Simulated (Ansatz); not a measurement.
Space group Fm-3m (No. 225); a = 5.354 Å, b = 5.354 Å, c = 5.354 Å, α = 90.00°, β = 90.00°, γ = 90.00°

```csv
atom,site,symmetry,x,y,z
Cl,4a,m-3m,0.0000,0.0000,0.0000
Ag,4b,m-3m,0.5000,0.5000,0.5000
```
(The calculation used a cell of 2 atoms; values per cell refer to that cell.)

The cell is fixed at its relaxed static size. Melting and transitions to other phases are not modelled. An odd repeat of the supercell leaves out some zone-boundary points, where instabilities often lie.

Q: Is this phase dynamically stable in the harmonic approximation, and at 300, 600 K by the stochastic self-consistent harmonic approximation in a 3×3×3 supercell, LDA in Ansatz (a quantum-chemistry and plane-wave program)? Give the softest mode in each case.

A: Harmonic: softest mode 27 cm⁻¹ at q = (0.00, 0.33, 0.33), so stable at the wave vectors of the supercell. 300 K: stable, softest second derivative of the free energy 20 cm⁻¹ (error under 1) at q = (0.00, 0.33, 0.33), at 1.1 GPa in this cell. 600 K: stable, softest second derivative of the free energy 17 cm⁻¹ (error 2) at q = (0.00, 0.33, 0.33), at 1.9 GPa in this cell. The verdict is statistical, holds for these wave vectors and this fixed cell alone, and errs towards stability where frames are few. Wave vectors are fractions of the primitive cell's reciprocal vectors.
